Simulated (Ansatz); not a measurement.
**Ti3Al, response to strain**

The reference is Ti3Al (space group P6_3/mmc, No. 194).

```xyz
8
Lattice="5.6876 0.0000 0.0000 -2.8438 4.9256 0.0000 0.0000 0.0000 4.6084" Properties=species:S:1:pos:R:3 pbc="T T T"
Ti     2.8438     3.2541     1.1521
Ti    -1.3962     4.0898     3.4563
Ti     1.4476     0.8358     1.1521
Ti     0.0000     1.6715     3.4563
Ti     4.2400     0.8358     1.1521
Ti     1.3962     4.0898     3.4563
Al     0.0000     3.2837     1.1521
Al     2.8438     1.6419     3.4563
```

Cartesian axes are those of the cell as printed.

Strains are applied to the cell and any free atomic positions relax; under biaxial strain the out-of-plane vector relaxes too.

Method: Ansatz (a first-principles code) PBEsol, no spin-orbit coupling.

Notes on the quantities. energy relative to the base: free energy F; pressure: mean of the normal stresses, compression positive.

```tsv
case	volume per atom	space group	energy relative to the base	pressure
base	16.14 Å³	P6_3/mmc (No. 194)	0 meV/atom	0.0 GPa
biaxial strain +3.29 %, plane normal [001], relaxed out of plane	16.85 Å³	P6_3/mmc (No. 194)	+24 meV/atom	-4.5 GPa
uniaxial strain ε_xx = +5.11 %	16.96 Å³	Cmcm (No. 63)	?	?
uniaxial strain ε_zz = −2.20 %	15.78 Å³	P6_3/mmc (No. 194)	+6.1 meV/atom	3.0 GPa
```

Task: Some entries are withheld; estimate them.

Result: 
- uniaxial strain ε_xx = +5.11 %, energy relative to the base: +23 meV/atom
- uniaxial strain ε_xx = +5.11 %, pressure: -5.3 GPa

No phonon test of stability was made. All final runs are without spin polarisation.
